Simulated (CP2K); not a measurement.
Worked example: self-consistent single point of Ta2Co (I4/mcm, 6 atoms in the cell) in CP2K.

Method: CP2K 2026.2 with PBEsol, GPW, DZVP-MOLOPT-SR-GTH basis, GTH-PBE potentials (GTH_POTENTIALS).

The change in words: lattice scaled by 0.98. Reference geometry:
```xyz
6
Lattice="4.9672 0.0000 0.0000 -2.4853 4.3008 0.0000 -1.2410 -2.1504 4.3022" Properties=species:S:1:pos:R:3 pbc="T T T"
Ta    -1.8631     1.0752     3.5394
Ta     3.1041     1.0752     0.7628
Ta     0.5803     2.5316     2.1511
Ta     0.6607    -0.3813     2.1511
Co     1.8614     3.2256     0.0000
Co     0.6205     1.0752     0.0000
```

Reference input (self-consistent single point, DFT PBEsol, GPW, DZVP-MOLOPT-SR-GTH basis, GTH-PBE potentials (GTH_POTENTIALS)): CUTOFF = 600 Ry; REL_CUTOFF = 40 Ry; SMEAR/METHOD = FERMI_DIRAC; ELECTRONIC_TEMPERATURE = 1160.45 K; KPOINTS/SCHEME = MONKHORST-PACK 6 6 6; GAMMA_CENTERED = T; XC_FUNCTIONAL = PBE:PBESOL; Ta/BASIS_SET = DZVP-MOLOPT-SR-GTH-q13; Ta/POTENTIAL = GTH-PBE-q13; Co/BASIS_SET = DZVP-MOLOPT-SR-GTH-q17; Co/POTENTIAL = GTH-PBE-q17; METHOD = GPW. This run's input differs from it in these lines:

```diff
@@ -66,4 +66,4 @@
     &CELL
-      ABC 4.96722500 4.96722594 4.96722571
-      ALPHA_BETA_GAMMA 104.46735170 104.46735740 120.02271223
+      ABC 4.86788100 4.86788126 4.86788123
+      ALPHA_BETA_GAMMA 104.46736062 104.46735828 120.02270465
       PERIODIC XYZ
```

Log, with long lists cut:

```
 SCF WAVEFUNCTION OPTIMIZATION

  Step     Update method      Time    Convergence         Total energy    Change
     1 NoMix/Diag. 0.30E+00      -     0.57957803      -526.6182089496 -5.27E+02
     2 Broy./Diag. 0.30E+00      -     0.76370657      -521.2990524823  5.32E+00
     3 Broy./Diag. 0.30E+00      -     0.65292539      -545.7645268696 -2.45E+01
     4 Broy./Diag. 0.30E+00      -     0.09302936      -522.6022466182  2.32E+01
     5 Broy./Diag. 0.30E+00      -     0.05235820      -524.0180331803 -1.42E+00
     6 Broy./Diag. 0.30E+00      -     0.01310060      -523.3397878797  6.78E-01
   [... 5 lines left out ...]
    12 Broy./Diag. 0.30E+00      -     0.00001930      -523.2445354209  3.43E-04
    13 Broy./Diag. 0.30E+00      -     0.00001014      -523.2443274451  2.08E-04
    14 Broy./Diag. 0.30E+00      -     0.00000188      -523.2440672299  2.60E-04
    15 Broy./Diag. 0.30E+00      -     0.00000033      -523.2440168824  5.03E-05
  *** SCF run converged in    15 steps ***

  Overlap energy of the core charge distribution:               0.00000000316637
  Self energy of the core charge distribution:               -806.01814307201607
  Core Hamiltonian energy:                                    202.84335213669860
  Hartree energy:                                             136.87672141148275
  Exchange-correlation energy:                                -56.94005715228260
  Electronic entropic energy:                                  -0.00589020902816
  Fermi energy:                                                 0.54020203045828

  Total energy:                                              -523.24401688237344
  Total energy (extrapolated to T->0):                       -523.24107177785936

   [... lines left out ...]

 STRESS| Analytical stress tensor [bar]
 STRESS|                        x                   y                   z
 STRESS|      x        1.11604068456E+05  -3.24219894793E+03   3.05020460638E+01
 STRESS|      y       -3.24219894793E+03   1.07856478929E+05   5.28322782866E+01
 STRESS|      z        3.05020460638E+01   5.28322782866E+01   1.13587582073E+05
 STRESS| 1/3 Trace                                             1.11016043153E+05
```

The run converged in 15 iterations. Against the reference run the free energy goes up by 17.1 meV/atom, the pressure goes from -4.32 to 11.10 GPa and the largest force goes from 0.049 to 0.114 eV/Å.

The starting cell comes from a database of computed structures (which also holds hypothetical and non-ambient phases and stackings), without a prior relaxation at this level. For this run, on top of that: lattice scaled by 0.98. Spin polarisation is off. Values carry the incompleteness of an atom-centred basis. The potentials were made for another functional than the one used. With a pressure of about 11 GPa the cell is away from its equilibrium volume at this level.

Cost on one core of a shared machine: roughly 2 min.
